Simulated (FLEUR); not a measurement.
# Equation of state of zinc-blende BN (space group 216): energy against volume (FLEUR, PBE)

```yaml
crystal:
  lattice:
    - [0.00000, 1.77536, 1.77536]
    - [1.77536, 0.00000, 1.77536]
    - [1.77536, 1.77536, 0.00000]
  atoms:
    - { symbol: B, position: [0.00000, 0.00000, 0.00000] }
    - { symbol: N, position: [0.75000, 0.75000, 0.75000] }
```

Computed with PBE, all-electron FLAPW (FLEUR), scalar-relativistic valence (FLEUR). Settings: Kmax = 5.02 1/bohr; GmaxXC = 20.1 1/bohr; xcFunctional = pbe; jspins = 1; l_soc = F; mode = hist; fermiSmearingEnergy = 0.00036749 Htr; mesh (inpgen div1-3) = 15 15 15; inpgen gamma flag = false; Gmax = 20.1 1/bohr; numbands = 0; maxIterBroyd = 25; imix = Anderson; alpha = 0.05; precondParam = 0; minDistance = 1e-05 me/bohr^3. The cell above is the first row's. The rows scale it uniformly. In all rows fractional positions and the k mesh are held. E is the free energy at the stated smearing, counted from the lowest row.

```csv
V (Å^3/atom),E (meV/atom)
5.5958,?
5.7174,12.75
5.8391,3.11
5.9607,0.00
6.0824,2.58
6.2040,10.69
6.3257,23.39
6.4473,40.55
6.5689,61.57
```

Fit E against V with the third-order Birch-Murnaghan form, a cubic in V^(-2/3), and predict the withheld value at V = 5.5958.

With u = V^(-2/3) - 0.298, the rows have u = 0.014753, 0.010392, 0.006183, 0.002112, -0.001822, -0.005634, -0.009321, -0.012895. Least squares gives E = 6.278 - 2078.57·u + 171023·u² - 26394·u³. Residuals (row less fit): -0.001, -0.007, 0.042, -0.071, 0.057, -0.032, 0.018, -0.006; standard error 0.053 (degrees of freedom: 4). Its minimum lies at u = 0.006085, so V0 = (0.304085)^(-3/2) = 5.964. There d²E/du² = 341100 and d³E/du³ = -158400, so B0 = (4/9) × 5.964^(-7/3) × 341100 × 0.160218 = 377 GPa (the last factor turns the table's units into GPa), and B0' = 4 + (2/3) × 0.304085 × (-158400)/341100 = 3.9. At the withheld row, u = 0.019267, so E = 6.278 - 2078.57 × 0.019267 + 171023 × 0.019267² - 26394 × 0.019267³ = 29.528 meV/atom. The calculation gives 29.36 meV/atom, 0.168 meV/atom below the prediction (0.3 % of the range of E in the table). The row lies outside the fitted rows, so this is an extrapolation. From the scatter of the fitted rows alone, a prediction at this place has a standard error of 0.158 meV/atom, so the miss is 1.1 times that.

Carrying the step between the two nearest rows on in a straight line would have given 22.38, off by 6.98; series whose last step already gives the withheld value aren't shown. The scan was laid around a cell of about the measured size, scaled by a guess for this functional. The runs keep the symmetry of the cell, so they don't test it for distortions. Values depend on the basis (sphere radii, cutoffs, local orbitals), which need not be converged. Cutoffs and mesh are single choices, not tested for convergence of this quantity. Series with a scatter that would blur these digits, or in which a gap closes, are not shown. Nor are scans whose minimum lies at an end fitted in this form.
